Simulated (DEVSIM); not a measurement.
Device: abrupt Ge p-n junction, at 300 K.

Layer 1 from the left is Ge, thickness (μm) 6.00, Na (cm⁻³) 1.6e15, τn (s) 2.2e-6, τp (s) 2.2e-6. Layer 2 from the left is Ge, thickness (μm) 0.360, Nd (cm⁻³) 5.2e15, τn (s) 2.2e-6, τp (s) 2.2e-6.

Left contact: ohmic. Right contact: ohmic. Voltage is applied to the left contact. Recombination: SRH at mid-gap, radiative, Auger. Mobility is μmin + (μ − μmin)/(1 + (N/Nref)^α).

This is a model device: material constants are rounded textbook-type values typed into the input, and sizes, dopings and lifetimes were drawn at random. Values at 300 K.

Ge: gap (eV) 0.664, affinity (eV) 4, permittivity 16, Nc (cm⁻³) 1.04e19, Nv (cm⁻³) 6e18, μn (cm²/Vs) 3900, μp (cm²/Vs) 1900, μn,min 150, μp,min 100, Nref,n 2.6e17, Nref,p 4e17, αn 0.56, αp 0.6, B (cm³/s) 6.4e-14, Cn (cm⁶/s) 1e-31, Cp (cm⁶/s) 1e-31.

### Question
Estimate by hand the built-in potential, the peak field at zero bias, and compare with a numerical solution.

### Answer

- Built-in potential: ni = √(Nc Nv) exp(−Eg/2kT) = 2.09e13 cm⁻³ with Eg = 0.664 eV; Vbi = kT/q ln(Na Nd/ni²) = 0.255 V; numerical 0.255 V.
- Peak field at zero bias: depletion approximation: W = √(2εVbi/(qN)) = 0.607 μm with N = 1.22e15 cm⁻³; field = 2Vbi/W = 8400 V/cm; numerical 7610 V/cm (estimate above by 10 %).

DEVSIM, 1D drift-diffusion, Boltzmann statistics, complete ionisation; no tunnelling, impact ionisation, image-force lowering or self-heating.
